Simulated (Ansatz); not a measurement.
The starting structures come from a database of crystals and need not be the phases stable at ambient conditions.

By PBEsol, the system below comes out a metal.

Without scattering a metal conducts by its projected Fermi surface.

Input:

```
CELL_PARAMETERS angstrom
      3.67325     0.00000     0.00000
      0.00000    14.87114     0.00000
      0.00000     7.43557     1.84174
ATOMIC_POSITIONS crystal
  Zr 0.25000 0.10591 0.00000
  Zr 0.75000 0.89409 0.00000
  Si 0.75000 0.55146 0.00000
  Si 0.25000 0.44854 0.00000
  Si 0.25000 0.74975 0.00000
  Si 0.75000 0.25025 0.00000
```

The cell is taken as given; by PBEsol it stands under a pressure of -3.1 GPa.

The current flows along the normal of the first two printed cell vectors. No spin-orbit coupling; the value is a mean over 0.1 eV about the Fermi level.

Q: Give the ballistic conductance per area that PBEsol in Ansatz (a program for electronic structure) yields.

A: 0.33 × 10¹⁵ S/m² for both spins.
